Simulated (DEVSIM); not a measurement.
System: abrupt Si p-n junction, at 250 K.

Layer 1 from the left is Si, thickness (μm) 2.20, Na (cm⁻³) 2.7e18, τn (s) 1.1e-5, τp (s) 1.1e-5. Layer 2 from the left is Si, thickness (μm) 50.0, Nd (cm⁻³) 6e15, τn (s) 1.1e-5, τp (s) 1.1e-5.

Left contact: ohmic. Right contact: ohmic. Voltage is applied to the left contact. Recombination: SRH at mid-gap, radiative, Auger. Mobility is constant in doping.

Constants are typed, rounded textbook-type inputs, not results; the design itself was drawn at random and stands for no fabricated device. Values at 300 K; Nc and Nv go as T^1.5, mobilities as T to minus their exponent, the gap by Varshni's rule with the affinity fixed.

Si: gap (eV) 1.124, affinity (eV) 4.05, permittivity 11.7, Nc (cm⁻³) 2.86e19, Nv (cm⁻³) 3.1e19, μn (cm²/Vs) 1417, μp (cm²/Vs) 470, T exponent of μn 2.3, T exponent of μp 2.2, B (cm³/s) 4.7e-15, Cn (cm⁶/s) 2.8e-31, Cp (cm⁶/s) 9.9e-32, Varshni α (eV/K) 0.000473, Varshni β (K) 636.

**Question.** Estimate by hand the built-in potential, the peak field at zero bias, the capacitance at -6 V, and compare with a numerical solution.

**Answer.** 
- Built-in potential: ni = √(Nc Nv) exp(−Eg/2kT) = 8.01e7 cm⁻³ with Eg = 1.136 eV; Vbi = kT/q ln(Na Nd/ni²) = 0.913 V; numerical 0.913 V.
- Peak field at zero bias: depletion approximation: W = √(2εVbi/(qN)) = 0.444 μm with N = 5.99e15 cm⁻³; field = 2Vbi/W = 41100 V/cm; numerical 87400 V/cm (estimate below by 53 %).
- Capacitance at -6 V: C = √(qεN / 2(Vbi + |V|)) = 8.48 nF/cm²; numerical 8.51 nF/cm².

Model (solved in DEVSIM): 1D drift-diffusion, Boltzmann statistics, complete ionisation; no tunnelling, impact ionisation, image-force lowering or self-heating.
